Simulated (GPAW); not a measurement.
Band structure of ZrS (Fm-3m, 2 atoms in the cell).

```xyz
2
Lattice="0.0000 2.6235 2.6235 2.6235 0.0000 2.6235 2.6235 2.6235 0.0000" Properties=species:S:1:pos:R:3 pbc="T T T"
Zr     0.0000     0.0000     0.0000
S      2.6235     2.6235     2.6235
```

Level of theory: PBEsol, GPAW PAW datasets PBEsol (made by gpaw-setup) (plane waves; GPAW).

Settings: mode = pw; ecut = 550 eV; xc = PBEsol; kpts = 11 11 11; mesh shift (steps) = 0 0 0; occupations.name = methfessel-paxton; occupations.width = 0.272 eV; occupations.order = 0; nbands = -6; convergence.density = 1e-05 e/electron; convergence.energy = 1e-05 eV/electron; symmetry.symmorphic = false; symmetry.tolerance = 0.0005; maxiter = 120.

The starting cell comes from a database of computed structures (which also holds hypothetical and non-ambient phases and stackings), without a prior relaxation at this level.

Levels in eV from the Fermi level, bands 6 to 13:
| point | 6 | 7 | 8 | 9 | 10 | 11 | 12 | 13 |
|---|---|---|---|---|---|---|---|---|
| Γ | -3.50 | -3.50 | -3.50 | -1.36 | -1.36 | -1.36 | -0.68 | -0.68 |
| X | -6.25 | -4.45 | -4.45 | -3.45 | 0.51 | 2.37 | 2.37 | 2.76 |
| W | -6.10 | -5.91 | -5.91 | 0.03 | 0.03 | 1.76 | 2.35 | 2.38 |
| K | -6.31 | -6.12 | -5.27 | -1.48 | 1.77 | 1.98 | 2.42 | 2.53 |
| L | -8.02 | -5.95 | -5.95 | 1.47 | 1.47 | 1.78 | 1.86 | 5.63 |
| U | -6.31 | -6.12 | -5.27 | -1.48 | 1.77 | 1.98 | 2.42 | 2.53 |

Bands cross the Fermi level along this path, so the cell is metallic at this level.
